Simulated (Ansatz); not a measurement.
Gap of a one-dimensional KI body, 2 atoms a period at several levels, all on one geometry.

```yaml
crystal:
  lattice:
    - [11.00000, 0.00000, 0.00000]
    - [0.00000, 11.00000, 0.00000]
    - [0.00000, 0.00000, 6.50017]
  atoms:
    - { symbol: K, position: [0.50000, 0.50000, 0.00000] }
    - { symbol: I, position: [0.50000, 0.50000, 0.50000] }
```

Levels: PBE (plane waves to 420 eV, PAW; Ansatz, a program for electronic structure); PBE with spin-orbit coupling (Ansatz); r2SCAN (plane waves to 500 eV, PAW; Ansatz); HSE06 run with Ansatz. Unmarked values and the geometry are of the first. Mesh 1×1×48. No spin polarisation. Isolated but for its images some 11 Å away. A hypothetical model. It keeps the symmetry and period of its start, so it need not be a minimum against all distortions. Pairing along the axis, which can open a gap, is among the distortions not tried. Values not marked SOC lack spin–orbit coupling. HSE06 ran on a 1×1×3 mesh and at PBE's edge points.

| level | gap (eV) |
|---|---|
| PBE | 3.89 |
| PBE+SOC | 3.62 |
| r2SCAN | 4.76 |
| HSE06 | ___ |

Problem. Some entries are withheld; supply them.

Solution. 
- HSE06, gap (eV): 4.79
